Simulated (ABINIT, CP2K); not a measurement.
An ABINIT input for a self-consistent single point of Mg₂Pd (I4/mmm, 3 atoms in the cell) (DFT, LDA (PW92), plane waves, PAW (JTH v2.0 LDA PAW)):

```
# Mg2Pd, JTH v2.0 LDA PAW
pp_dirpath "./"
pseudos "Mg.LDA_PW-JTH.xml, Pd.LDA_PW-JTH.xml"
acell 3*1.0 Angstrom
rprim
        -1.6080370000    1.6080370000    5.0028180000
         1.6080370000   -1.6080370000    5.0028180000
         1.6080370000    1.6080370000   -5.0028180000
natom 3
ntypat 2
znucl 12 46
typat 1 1 2
xred
         0.6472200000    0.6472200000    0.0000000000
         0.3527800000    0.3527800000    0.0000000000
         0.0000000000    0.0000000000    0.0000000000
ecut 24
pawecutdg 48
pawxcdev 0
ixc 7
occopt 3
tsmear 0.00367493
nband 25
kptopt 1
ngkpt 12 12 12
nshiftk 1
shiftk 0 0 0
nstep 80
tolvrs 1.0e-11
prtwf 0
prtden 0
enunit 1
```

Task: Give the CP2K input for the same structure, mesh, smearing and functional.

Result: This is the input that was run; spellings and numerical settings could be chosen otherwise.

```
&GLOBAL
  PROJECT bulk
  RUN_TYPE ENERGY_FORCE
  PRINT_LEVEL MEDIUM
&END GLOBAL
&FORCE_EVAL
  METHOD Quickstep
  STRESS_TENSOR ANALYTICAL
  &DFT
    BASIS_SET_FILE_NAME BASIS_MOLOPT
    POTENTIAL_FILE_NAME GTH_POTENTIALS
    &QS
      METHOD GPW
      EPS_DEFAULT 1E-10
    &END QS
    &MGRID
      CUTOFF 1000
      REL_CUTOFF 50
      NGRIDS 5
    &END MGRID
    &SCF
      SCF_GUESS ATOMIC
      EPS_SCF 1E-7
      MAX_SCF 100
      ADDED_MOS 7
      &DIAGONALIZATION
        ALGORITHM STANDARD
      &END DIAGONALIZATION
      &MIXING
        METHOD BROYDEN_MIXING
        ALPHA 0.3
        NBUFFER 8
      &END MIXING
      &SMEAR ON
        METHOD FERMI_DIRAC
        ELECTRONIC_TEMPERATURE [K] 1160.45
      &END SMEAR
    &END SCF
    &KPOINTS
      SCHEME MONKHORST-PACK 12 12 12
      GAMMA_CENTERED T
    &END KPOINTS
    &XC
      &XC_FUNCTIONAL PADE
      &END XC_FUNCTIONAL
    &END XC
    &PRINT
      &MO
        EIGENVALUES T
        OCCUPATION_NUMBERS T
        NDIGITS 8
        FILENAME mo
        &EACH
          QS_SCF 0
        &END EACH
        ADD_LAST NUMERIC
      &END MO
      &MULLIKEN ON
      &END MULLIKEN
    &END PRINT
  &END DFT
  &SUBSYS
    &CELL
      ABC 5.49543000 5.49543036 5.49543070
      ALPHA_BETA_GAMMA 145.97102490 145.97102695 48.88980068
      PERIODIC XYZ
    &END CELL
    &COORD
      SCALED
      Mg       0.64722000     0.64722000     0.00000000
      Mg       0.35278000     0.35278000     0.00000000
      Pd       0.00000000     0.00000000     0.00000000
    &END COORD
    &KIND Mg
      BASIS_SET DZVP-MOLOPT-SR-GTH-q10
      POTENTIAL GTH-PADE-q10
    &END KIND
    &KIND Pd
      BASIS_SET DZVP-MOLOPT-SR-GTH-q18
      POTENTIAL GTH-PADE-q18
    &END KIND
  &END SUBSYS
  &PRINT
    &FORCES ON
    &END FORCES
    &STRESS_TENSOR ON
    &END STRESS_TENSOR
  &END PRINT
&END FORCE_EVAL
```

Basis settings and potentials, where a program has them, do not carry over. This input uses DFT LDA (Pade form), GPW, DZVP-MOLOPT-SR-GTH basis, GTH-PADE potentials (GTH_POTENTIALS). LDA parametrisations can differ slightly between programs.

The starting cell comes from a database of computed structures (which also holds hypothetical and non-ambient phases and stackings), without a prior relaxation at this level. Its lattice was rescaled by a random factor within 2.5 % of one.
